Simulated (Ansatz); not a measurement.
The parent structure is HgS (space group P3_221, No. 154; a = 4.139 Å, c = 9.408 Å; made of chains).

It is then changed as follows: a hydrostatic pressure of 5 GPa.

Levels (all Ansatz, a program for electronic structure, PAW): PBEsol (420 eV, spin-orbit coupling left out); PBEsol+SOC (420 eV, with spin-orbit coupling).

The geometry is relaxed with PBEsol.

- PBEsol pressure: 5.00 GPa
- PBEsol lowest conduction level above the VBM at special points: Γ 0.82 eV; M 0.92 eV; L 1.43 eV; A 1.93 eV
- PBEsol smallest direct gap: 0.93 eV

**Question.** Predict the pressure, lowest conduction level above the VBM at special points and smallest direct gap from PBEsol+SOC.

**Answer.** The pressure decreases by 0.75 GPa to 4.25 GPa; the lowest conduction level above the VBM at special points changes from Γ 0.82 eV; M 0.92 eV; L 1.43 eV; A 1.93 eV to Γ 0.78 eV; M 0.86 eV; L 1.37 eV; A 1.85 eV; the smallest direct gap shrinks by 0.02 eV (0.93 eV → 0.91 eV).

Single points use the geometry relaxed with PBEsol. The spin-orbit shifts are approximate. With Hg present, leaving out spin-orbit coupling can change the band edges. Load acts through the strain it causes; cell and atoms are relaxed under it. No phonon test of stability was made. Competing high-pressure phases were not computed. No dispersion term is included in the PBEsol runs.
